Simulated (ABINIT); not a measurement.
**Equation of state of zinc-blende InP (space group 216): energy against volume (ABINIT, PBEsol)**

```xyz
2
Lattice="0.0000 2.8498 2.8498 2.8498 0.0000 2.8498 2.8498 2.8498 0.0000" Properties=species:S:1:pos:R:3 pbc="T T T"
In     0.0000     0.0000     0.0000
P      4.2747     4.2747     4.2747
```

Computed with PBEsol, norm-conserving pseudopotentials (PseudoDojo nc-sr-04 PBEsol standard) (plane waves; ABINIT). Settings: pseudos = [In.upf, P.upf]; ecut = 46 Ha; ixc = -116133; occopt = 3; tsmear = 0.00036749 Ha; ngkpt = 10 10 10; nshiftk = 1; shiftk = 0 0 0; potentials = PseudoDojo nc-sr-04 PBEsol standard; nband = 14; kptopt = 1; nstep = 50; tolvrs = 1e-12. The cell above is the first row's. The rows scale it uniformly. In all rows fractional positions and the k mesh are held. E is the free energy at the stated smearing, counted from the lowest row.

```csv
V (Å^3/atom),E (meV/atom)
23.144,50.56
23.647,29.40
24.150,14.38
24.653,4.84
25.156,0.22
25.659,0.00
26.163,3.71
26.666,10.94
27.169,?
```

**Question.** Using the third-order Birch-Murnaghan form, a cubic in V^(-2/3), estimate the missing E at V = 27.169 from the other rows, showing the fit.

**Answer.** With u = V^(-2/3) - 0.117, the rows have u = 0.006133, 0.004381, 0.002689, 0.001056, -0.000523, -0.002051, -0.003532, -0.004963. Least squares gives E = 1.258 + 2447.3·u + 897627·u² + 2299220·u³. Residuals (row less fit): -0.001, -0.001, 0.006, -0.006, -0.003, 0.005, -0.001, -0.001; standard error 0.005 (degrees of freedom: 4). Its minimum lies at u = -0.001370, so V0 = (0.115630)^(-3/2) = 25.43. There d²E/du² = 1776000 and d³E/du³ = 1.380e7, so B0 = (4/9) × 25.43^(-7/3) × 1776000 × 0.160218 = 66.5 GPa (the last factor turns the table's units into GPa), and B0' = 4 + (2/3) × 0.115630 × (1.380e7)/1776000 = 4.6. The program's pressures in the fitted runs (not shown) pass through zero at V = 25.43, 0.01 % from this V0. At the withheld row, u = -0.006350, so E = 1.258 + 2447.3 × (-0.006350) + 897627 × (-0.006350)² + 2299220 × (-0.006350)³ = 21.323 meV/atom. The calculation gives 21.31 meV/atom, 0.013 meV/atom below the prediction (under 0.05 % of the range of E in the table). The row lies outside the fitted rows, so this is an extrapolation. From the scatter of the fitted rows alone, a prediction at this place has a standard error of 0.013 meV/atom, so the miss is 1.0 times that.

Carrying the step between the two nearest rows on in a straight line would have given 18.17, off by 3.14; series whose last step already gives the withheld value aren't shown. The scan was laid around a cell of about the measured size, scaled by a guess for this functional. The runs keep the symmetry of the cell, so they don't test it for distortions. Cutoffs and mesh are single choices, not tested for convergence of this quantity. Series with a scatter that would blur these digits, or in which a gap closes, are not shown. Nor are scans whose minimum lies at an end fitted in this form.
